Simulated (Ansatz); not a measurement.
Consider Cu$_{3}$N (space group Pm-3m, No. 221).

```xyz
4
Lattice="3.8269 0.0000 0.0000 0.0000 3.8269 0.0000 0.0000 0.0000 3.8269" Properties=species:S:1:pos:R:3 pbc="T T T"
Cu     1.9134     0.0000     0.0000
Cu     0.0000     1.9134     0.0000
Cu     0.0000     0.0000     1.9134
N      0.0000     0.0000     0.0000
```

Cartesian axes are those of the cell as printed.

Computed with plane-wave PAW DFT at the PBE level (Ansatz, an electronic-structure program, 420 eV), no SOC.

Perturbation: every lattice vector is stretched by 3.00 %; the atoms relax in the strained cell.

### Question
Predict the stress tensor and what it implies for the stiffness.

### Answer
Stress of the strained cell less that of the base (GPa, compression positive):
```
  -8.35    0.00    0.00
   0.00   -8.35    0.00
   0.00    0.00   -8.35
```

Then B = −ΔP/(ΔV/V₀) with ΔV/V₀ = 0.0927 gives secant stiffness values (nonlinear terms included at this strain): B ≈ 90 GPa.

As a check, the harmonic strain energy −½ V₀ Δσ:ε is 33 meV/atom; the computed energy rise is 37 meV/atom.

Stability against distortions was not tested. The final runs are not spin-polarised.
